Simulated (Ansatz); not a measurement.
System: PtCl₂ (R-3m, No. 166). Method: PBEsol (Ansatz, an electronic-structure program, PAW).

Numerical settings: plane-wave cutoff 500 eV, 6×6×6 k mesh, gaussian smearing 0.02 eV, scalar-relativistic PAW data made under PBE.

Computed at the level's own relaxed cell.

Problem. Give the computed volume per atom, equilibrium lattice constant a, c axis length and band gap.

Solution. 
* **volume per atom**: 28.92 Å³/atom
* **equilibrium lattice constant a**: 11.491 Å
* **c axis length**: 13.656 Å
* **band gap**: 1.03 eV (on the SCF k mesh)

Note: the cell comes from a level without a dispersion term, which matters for the spacing of layers, chains or molecules; the relaxation could not lower the start's symmetry, so the cell can be a saddle point above a distorted one; the volume lies 21 % above that of the published cell.

Spin–orbit coupling is not included.
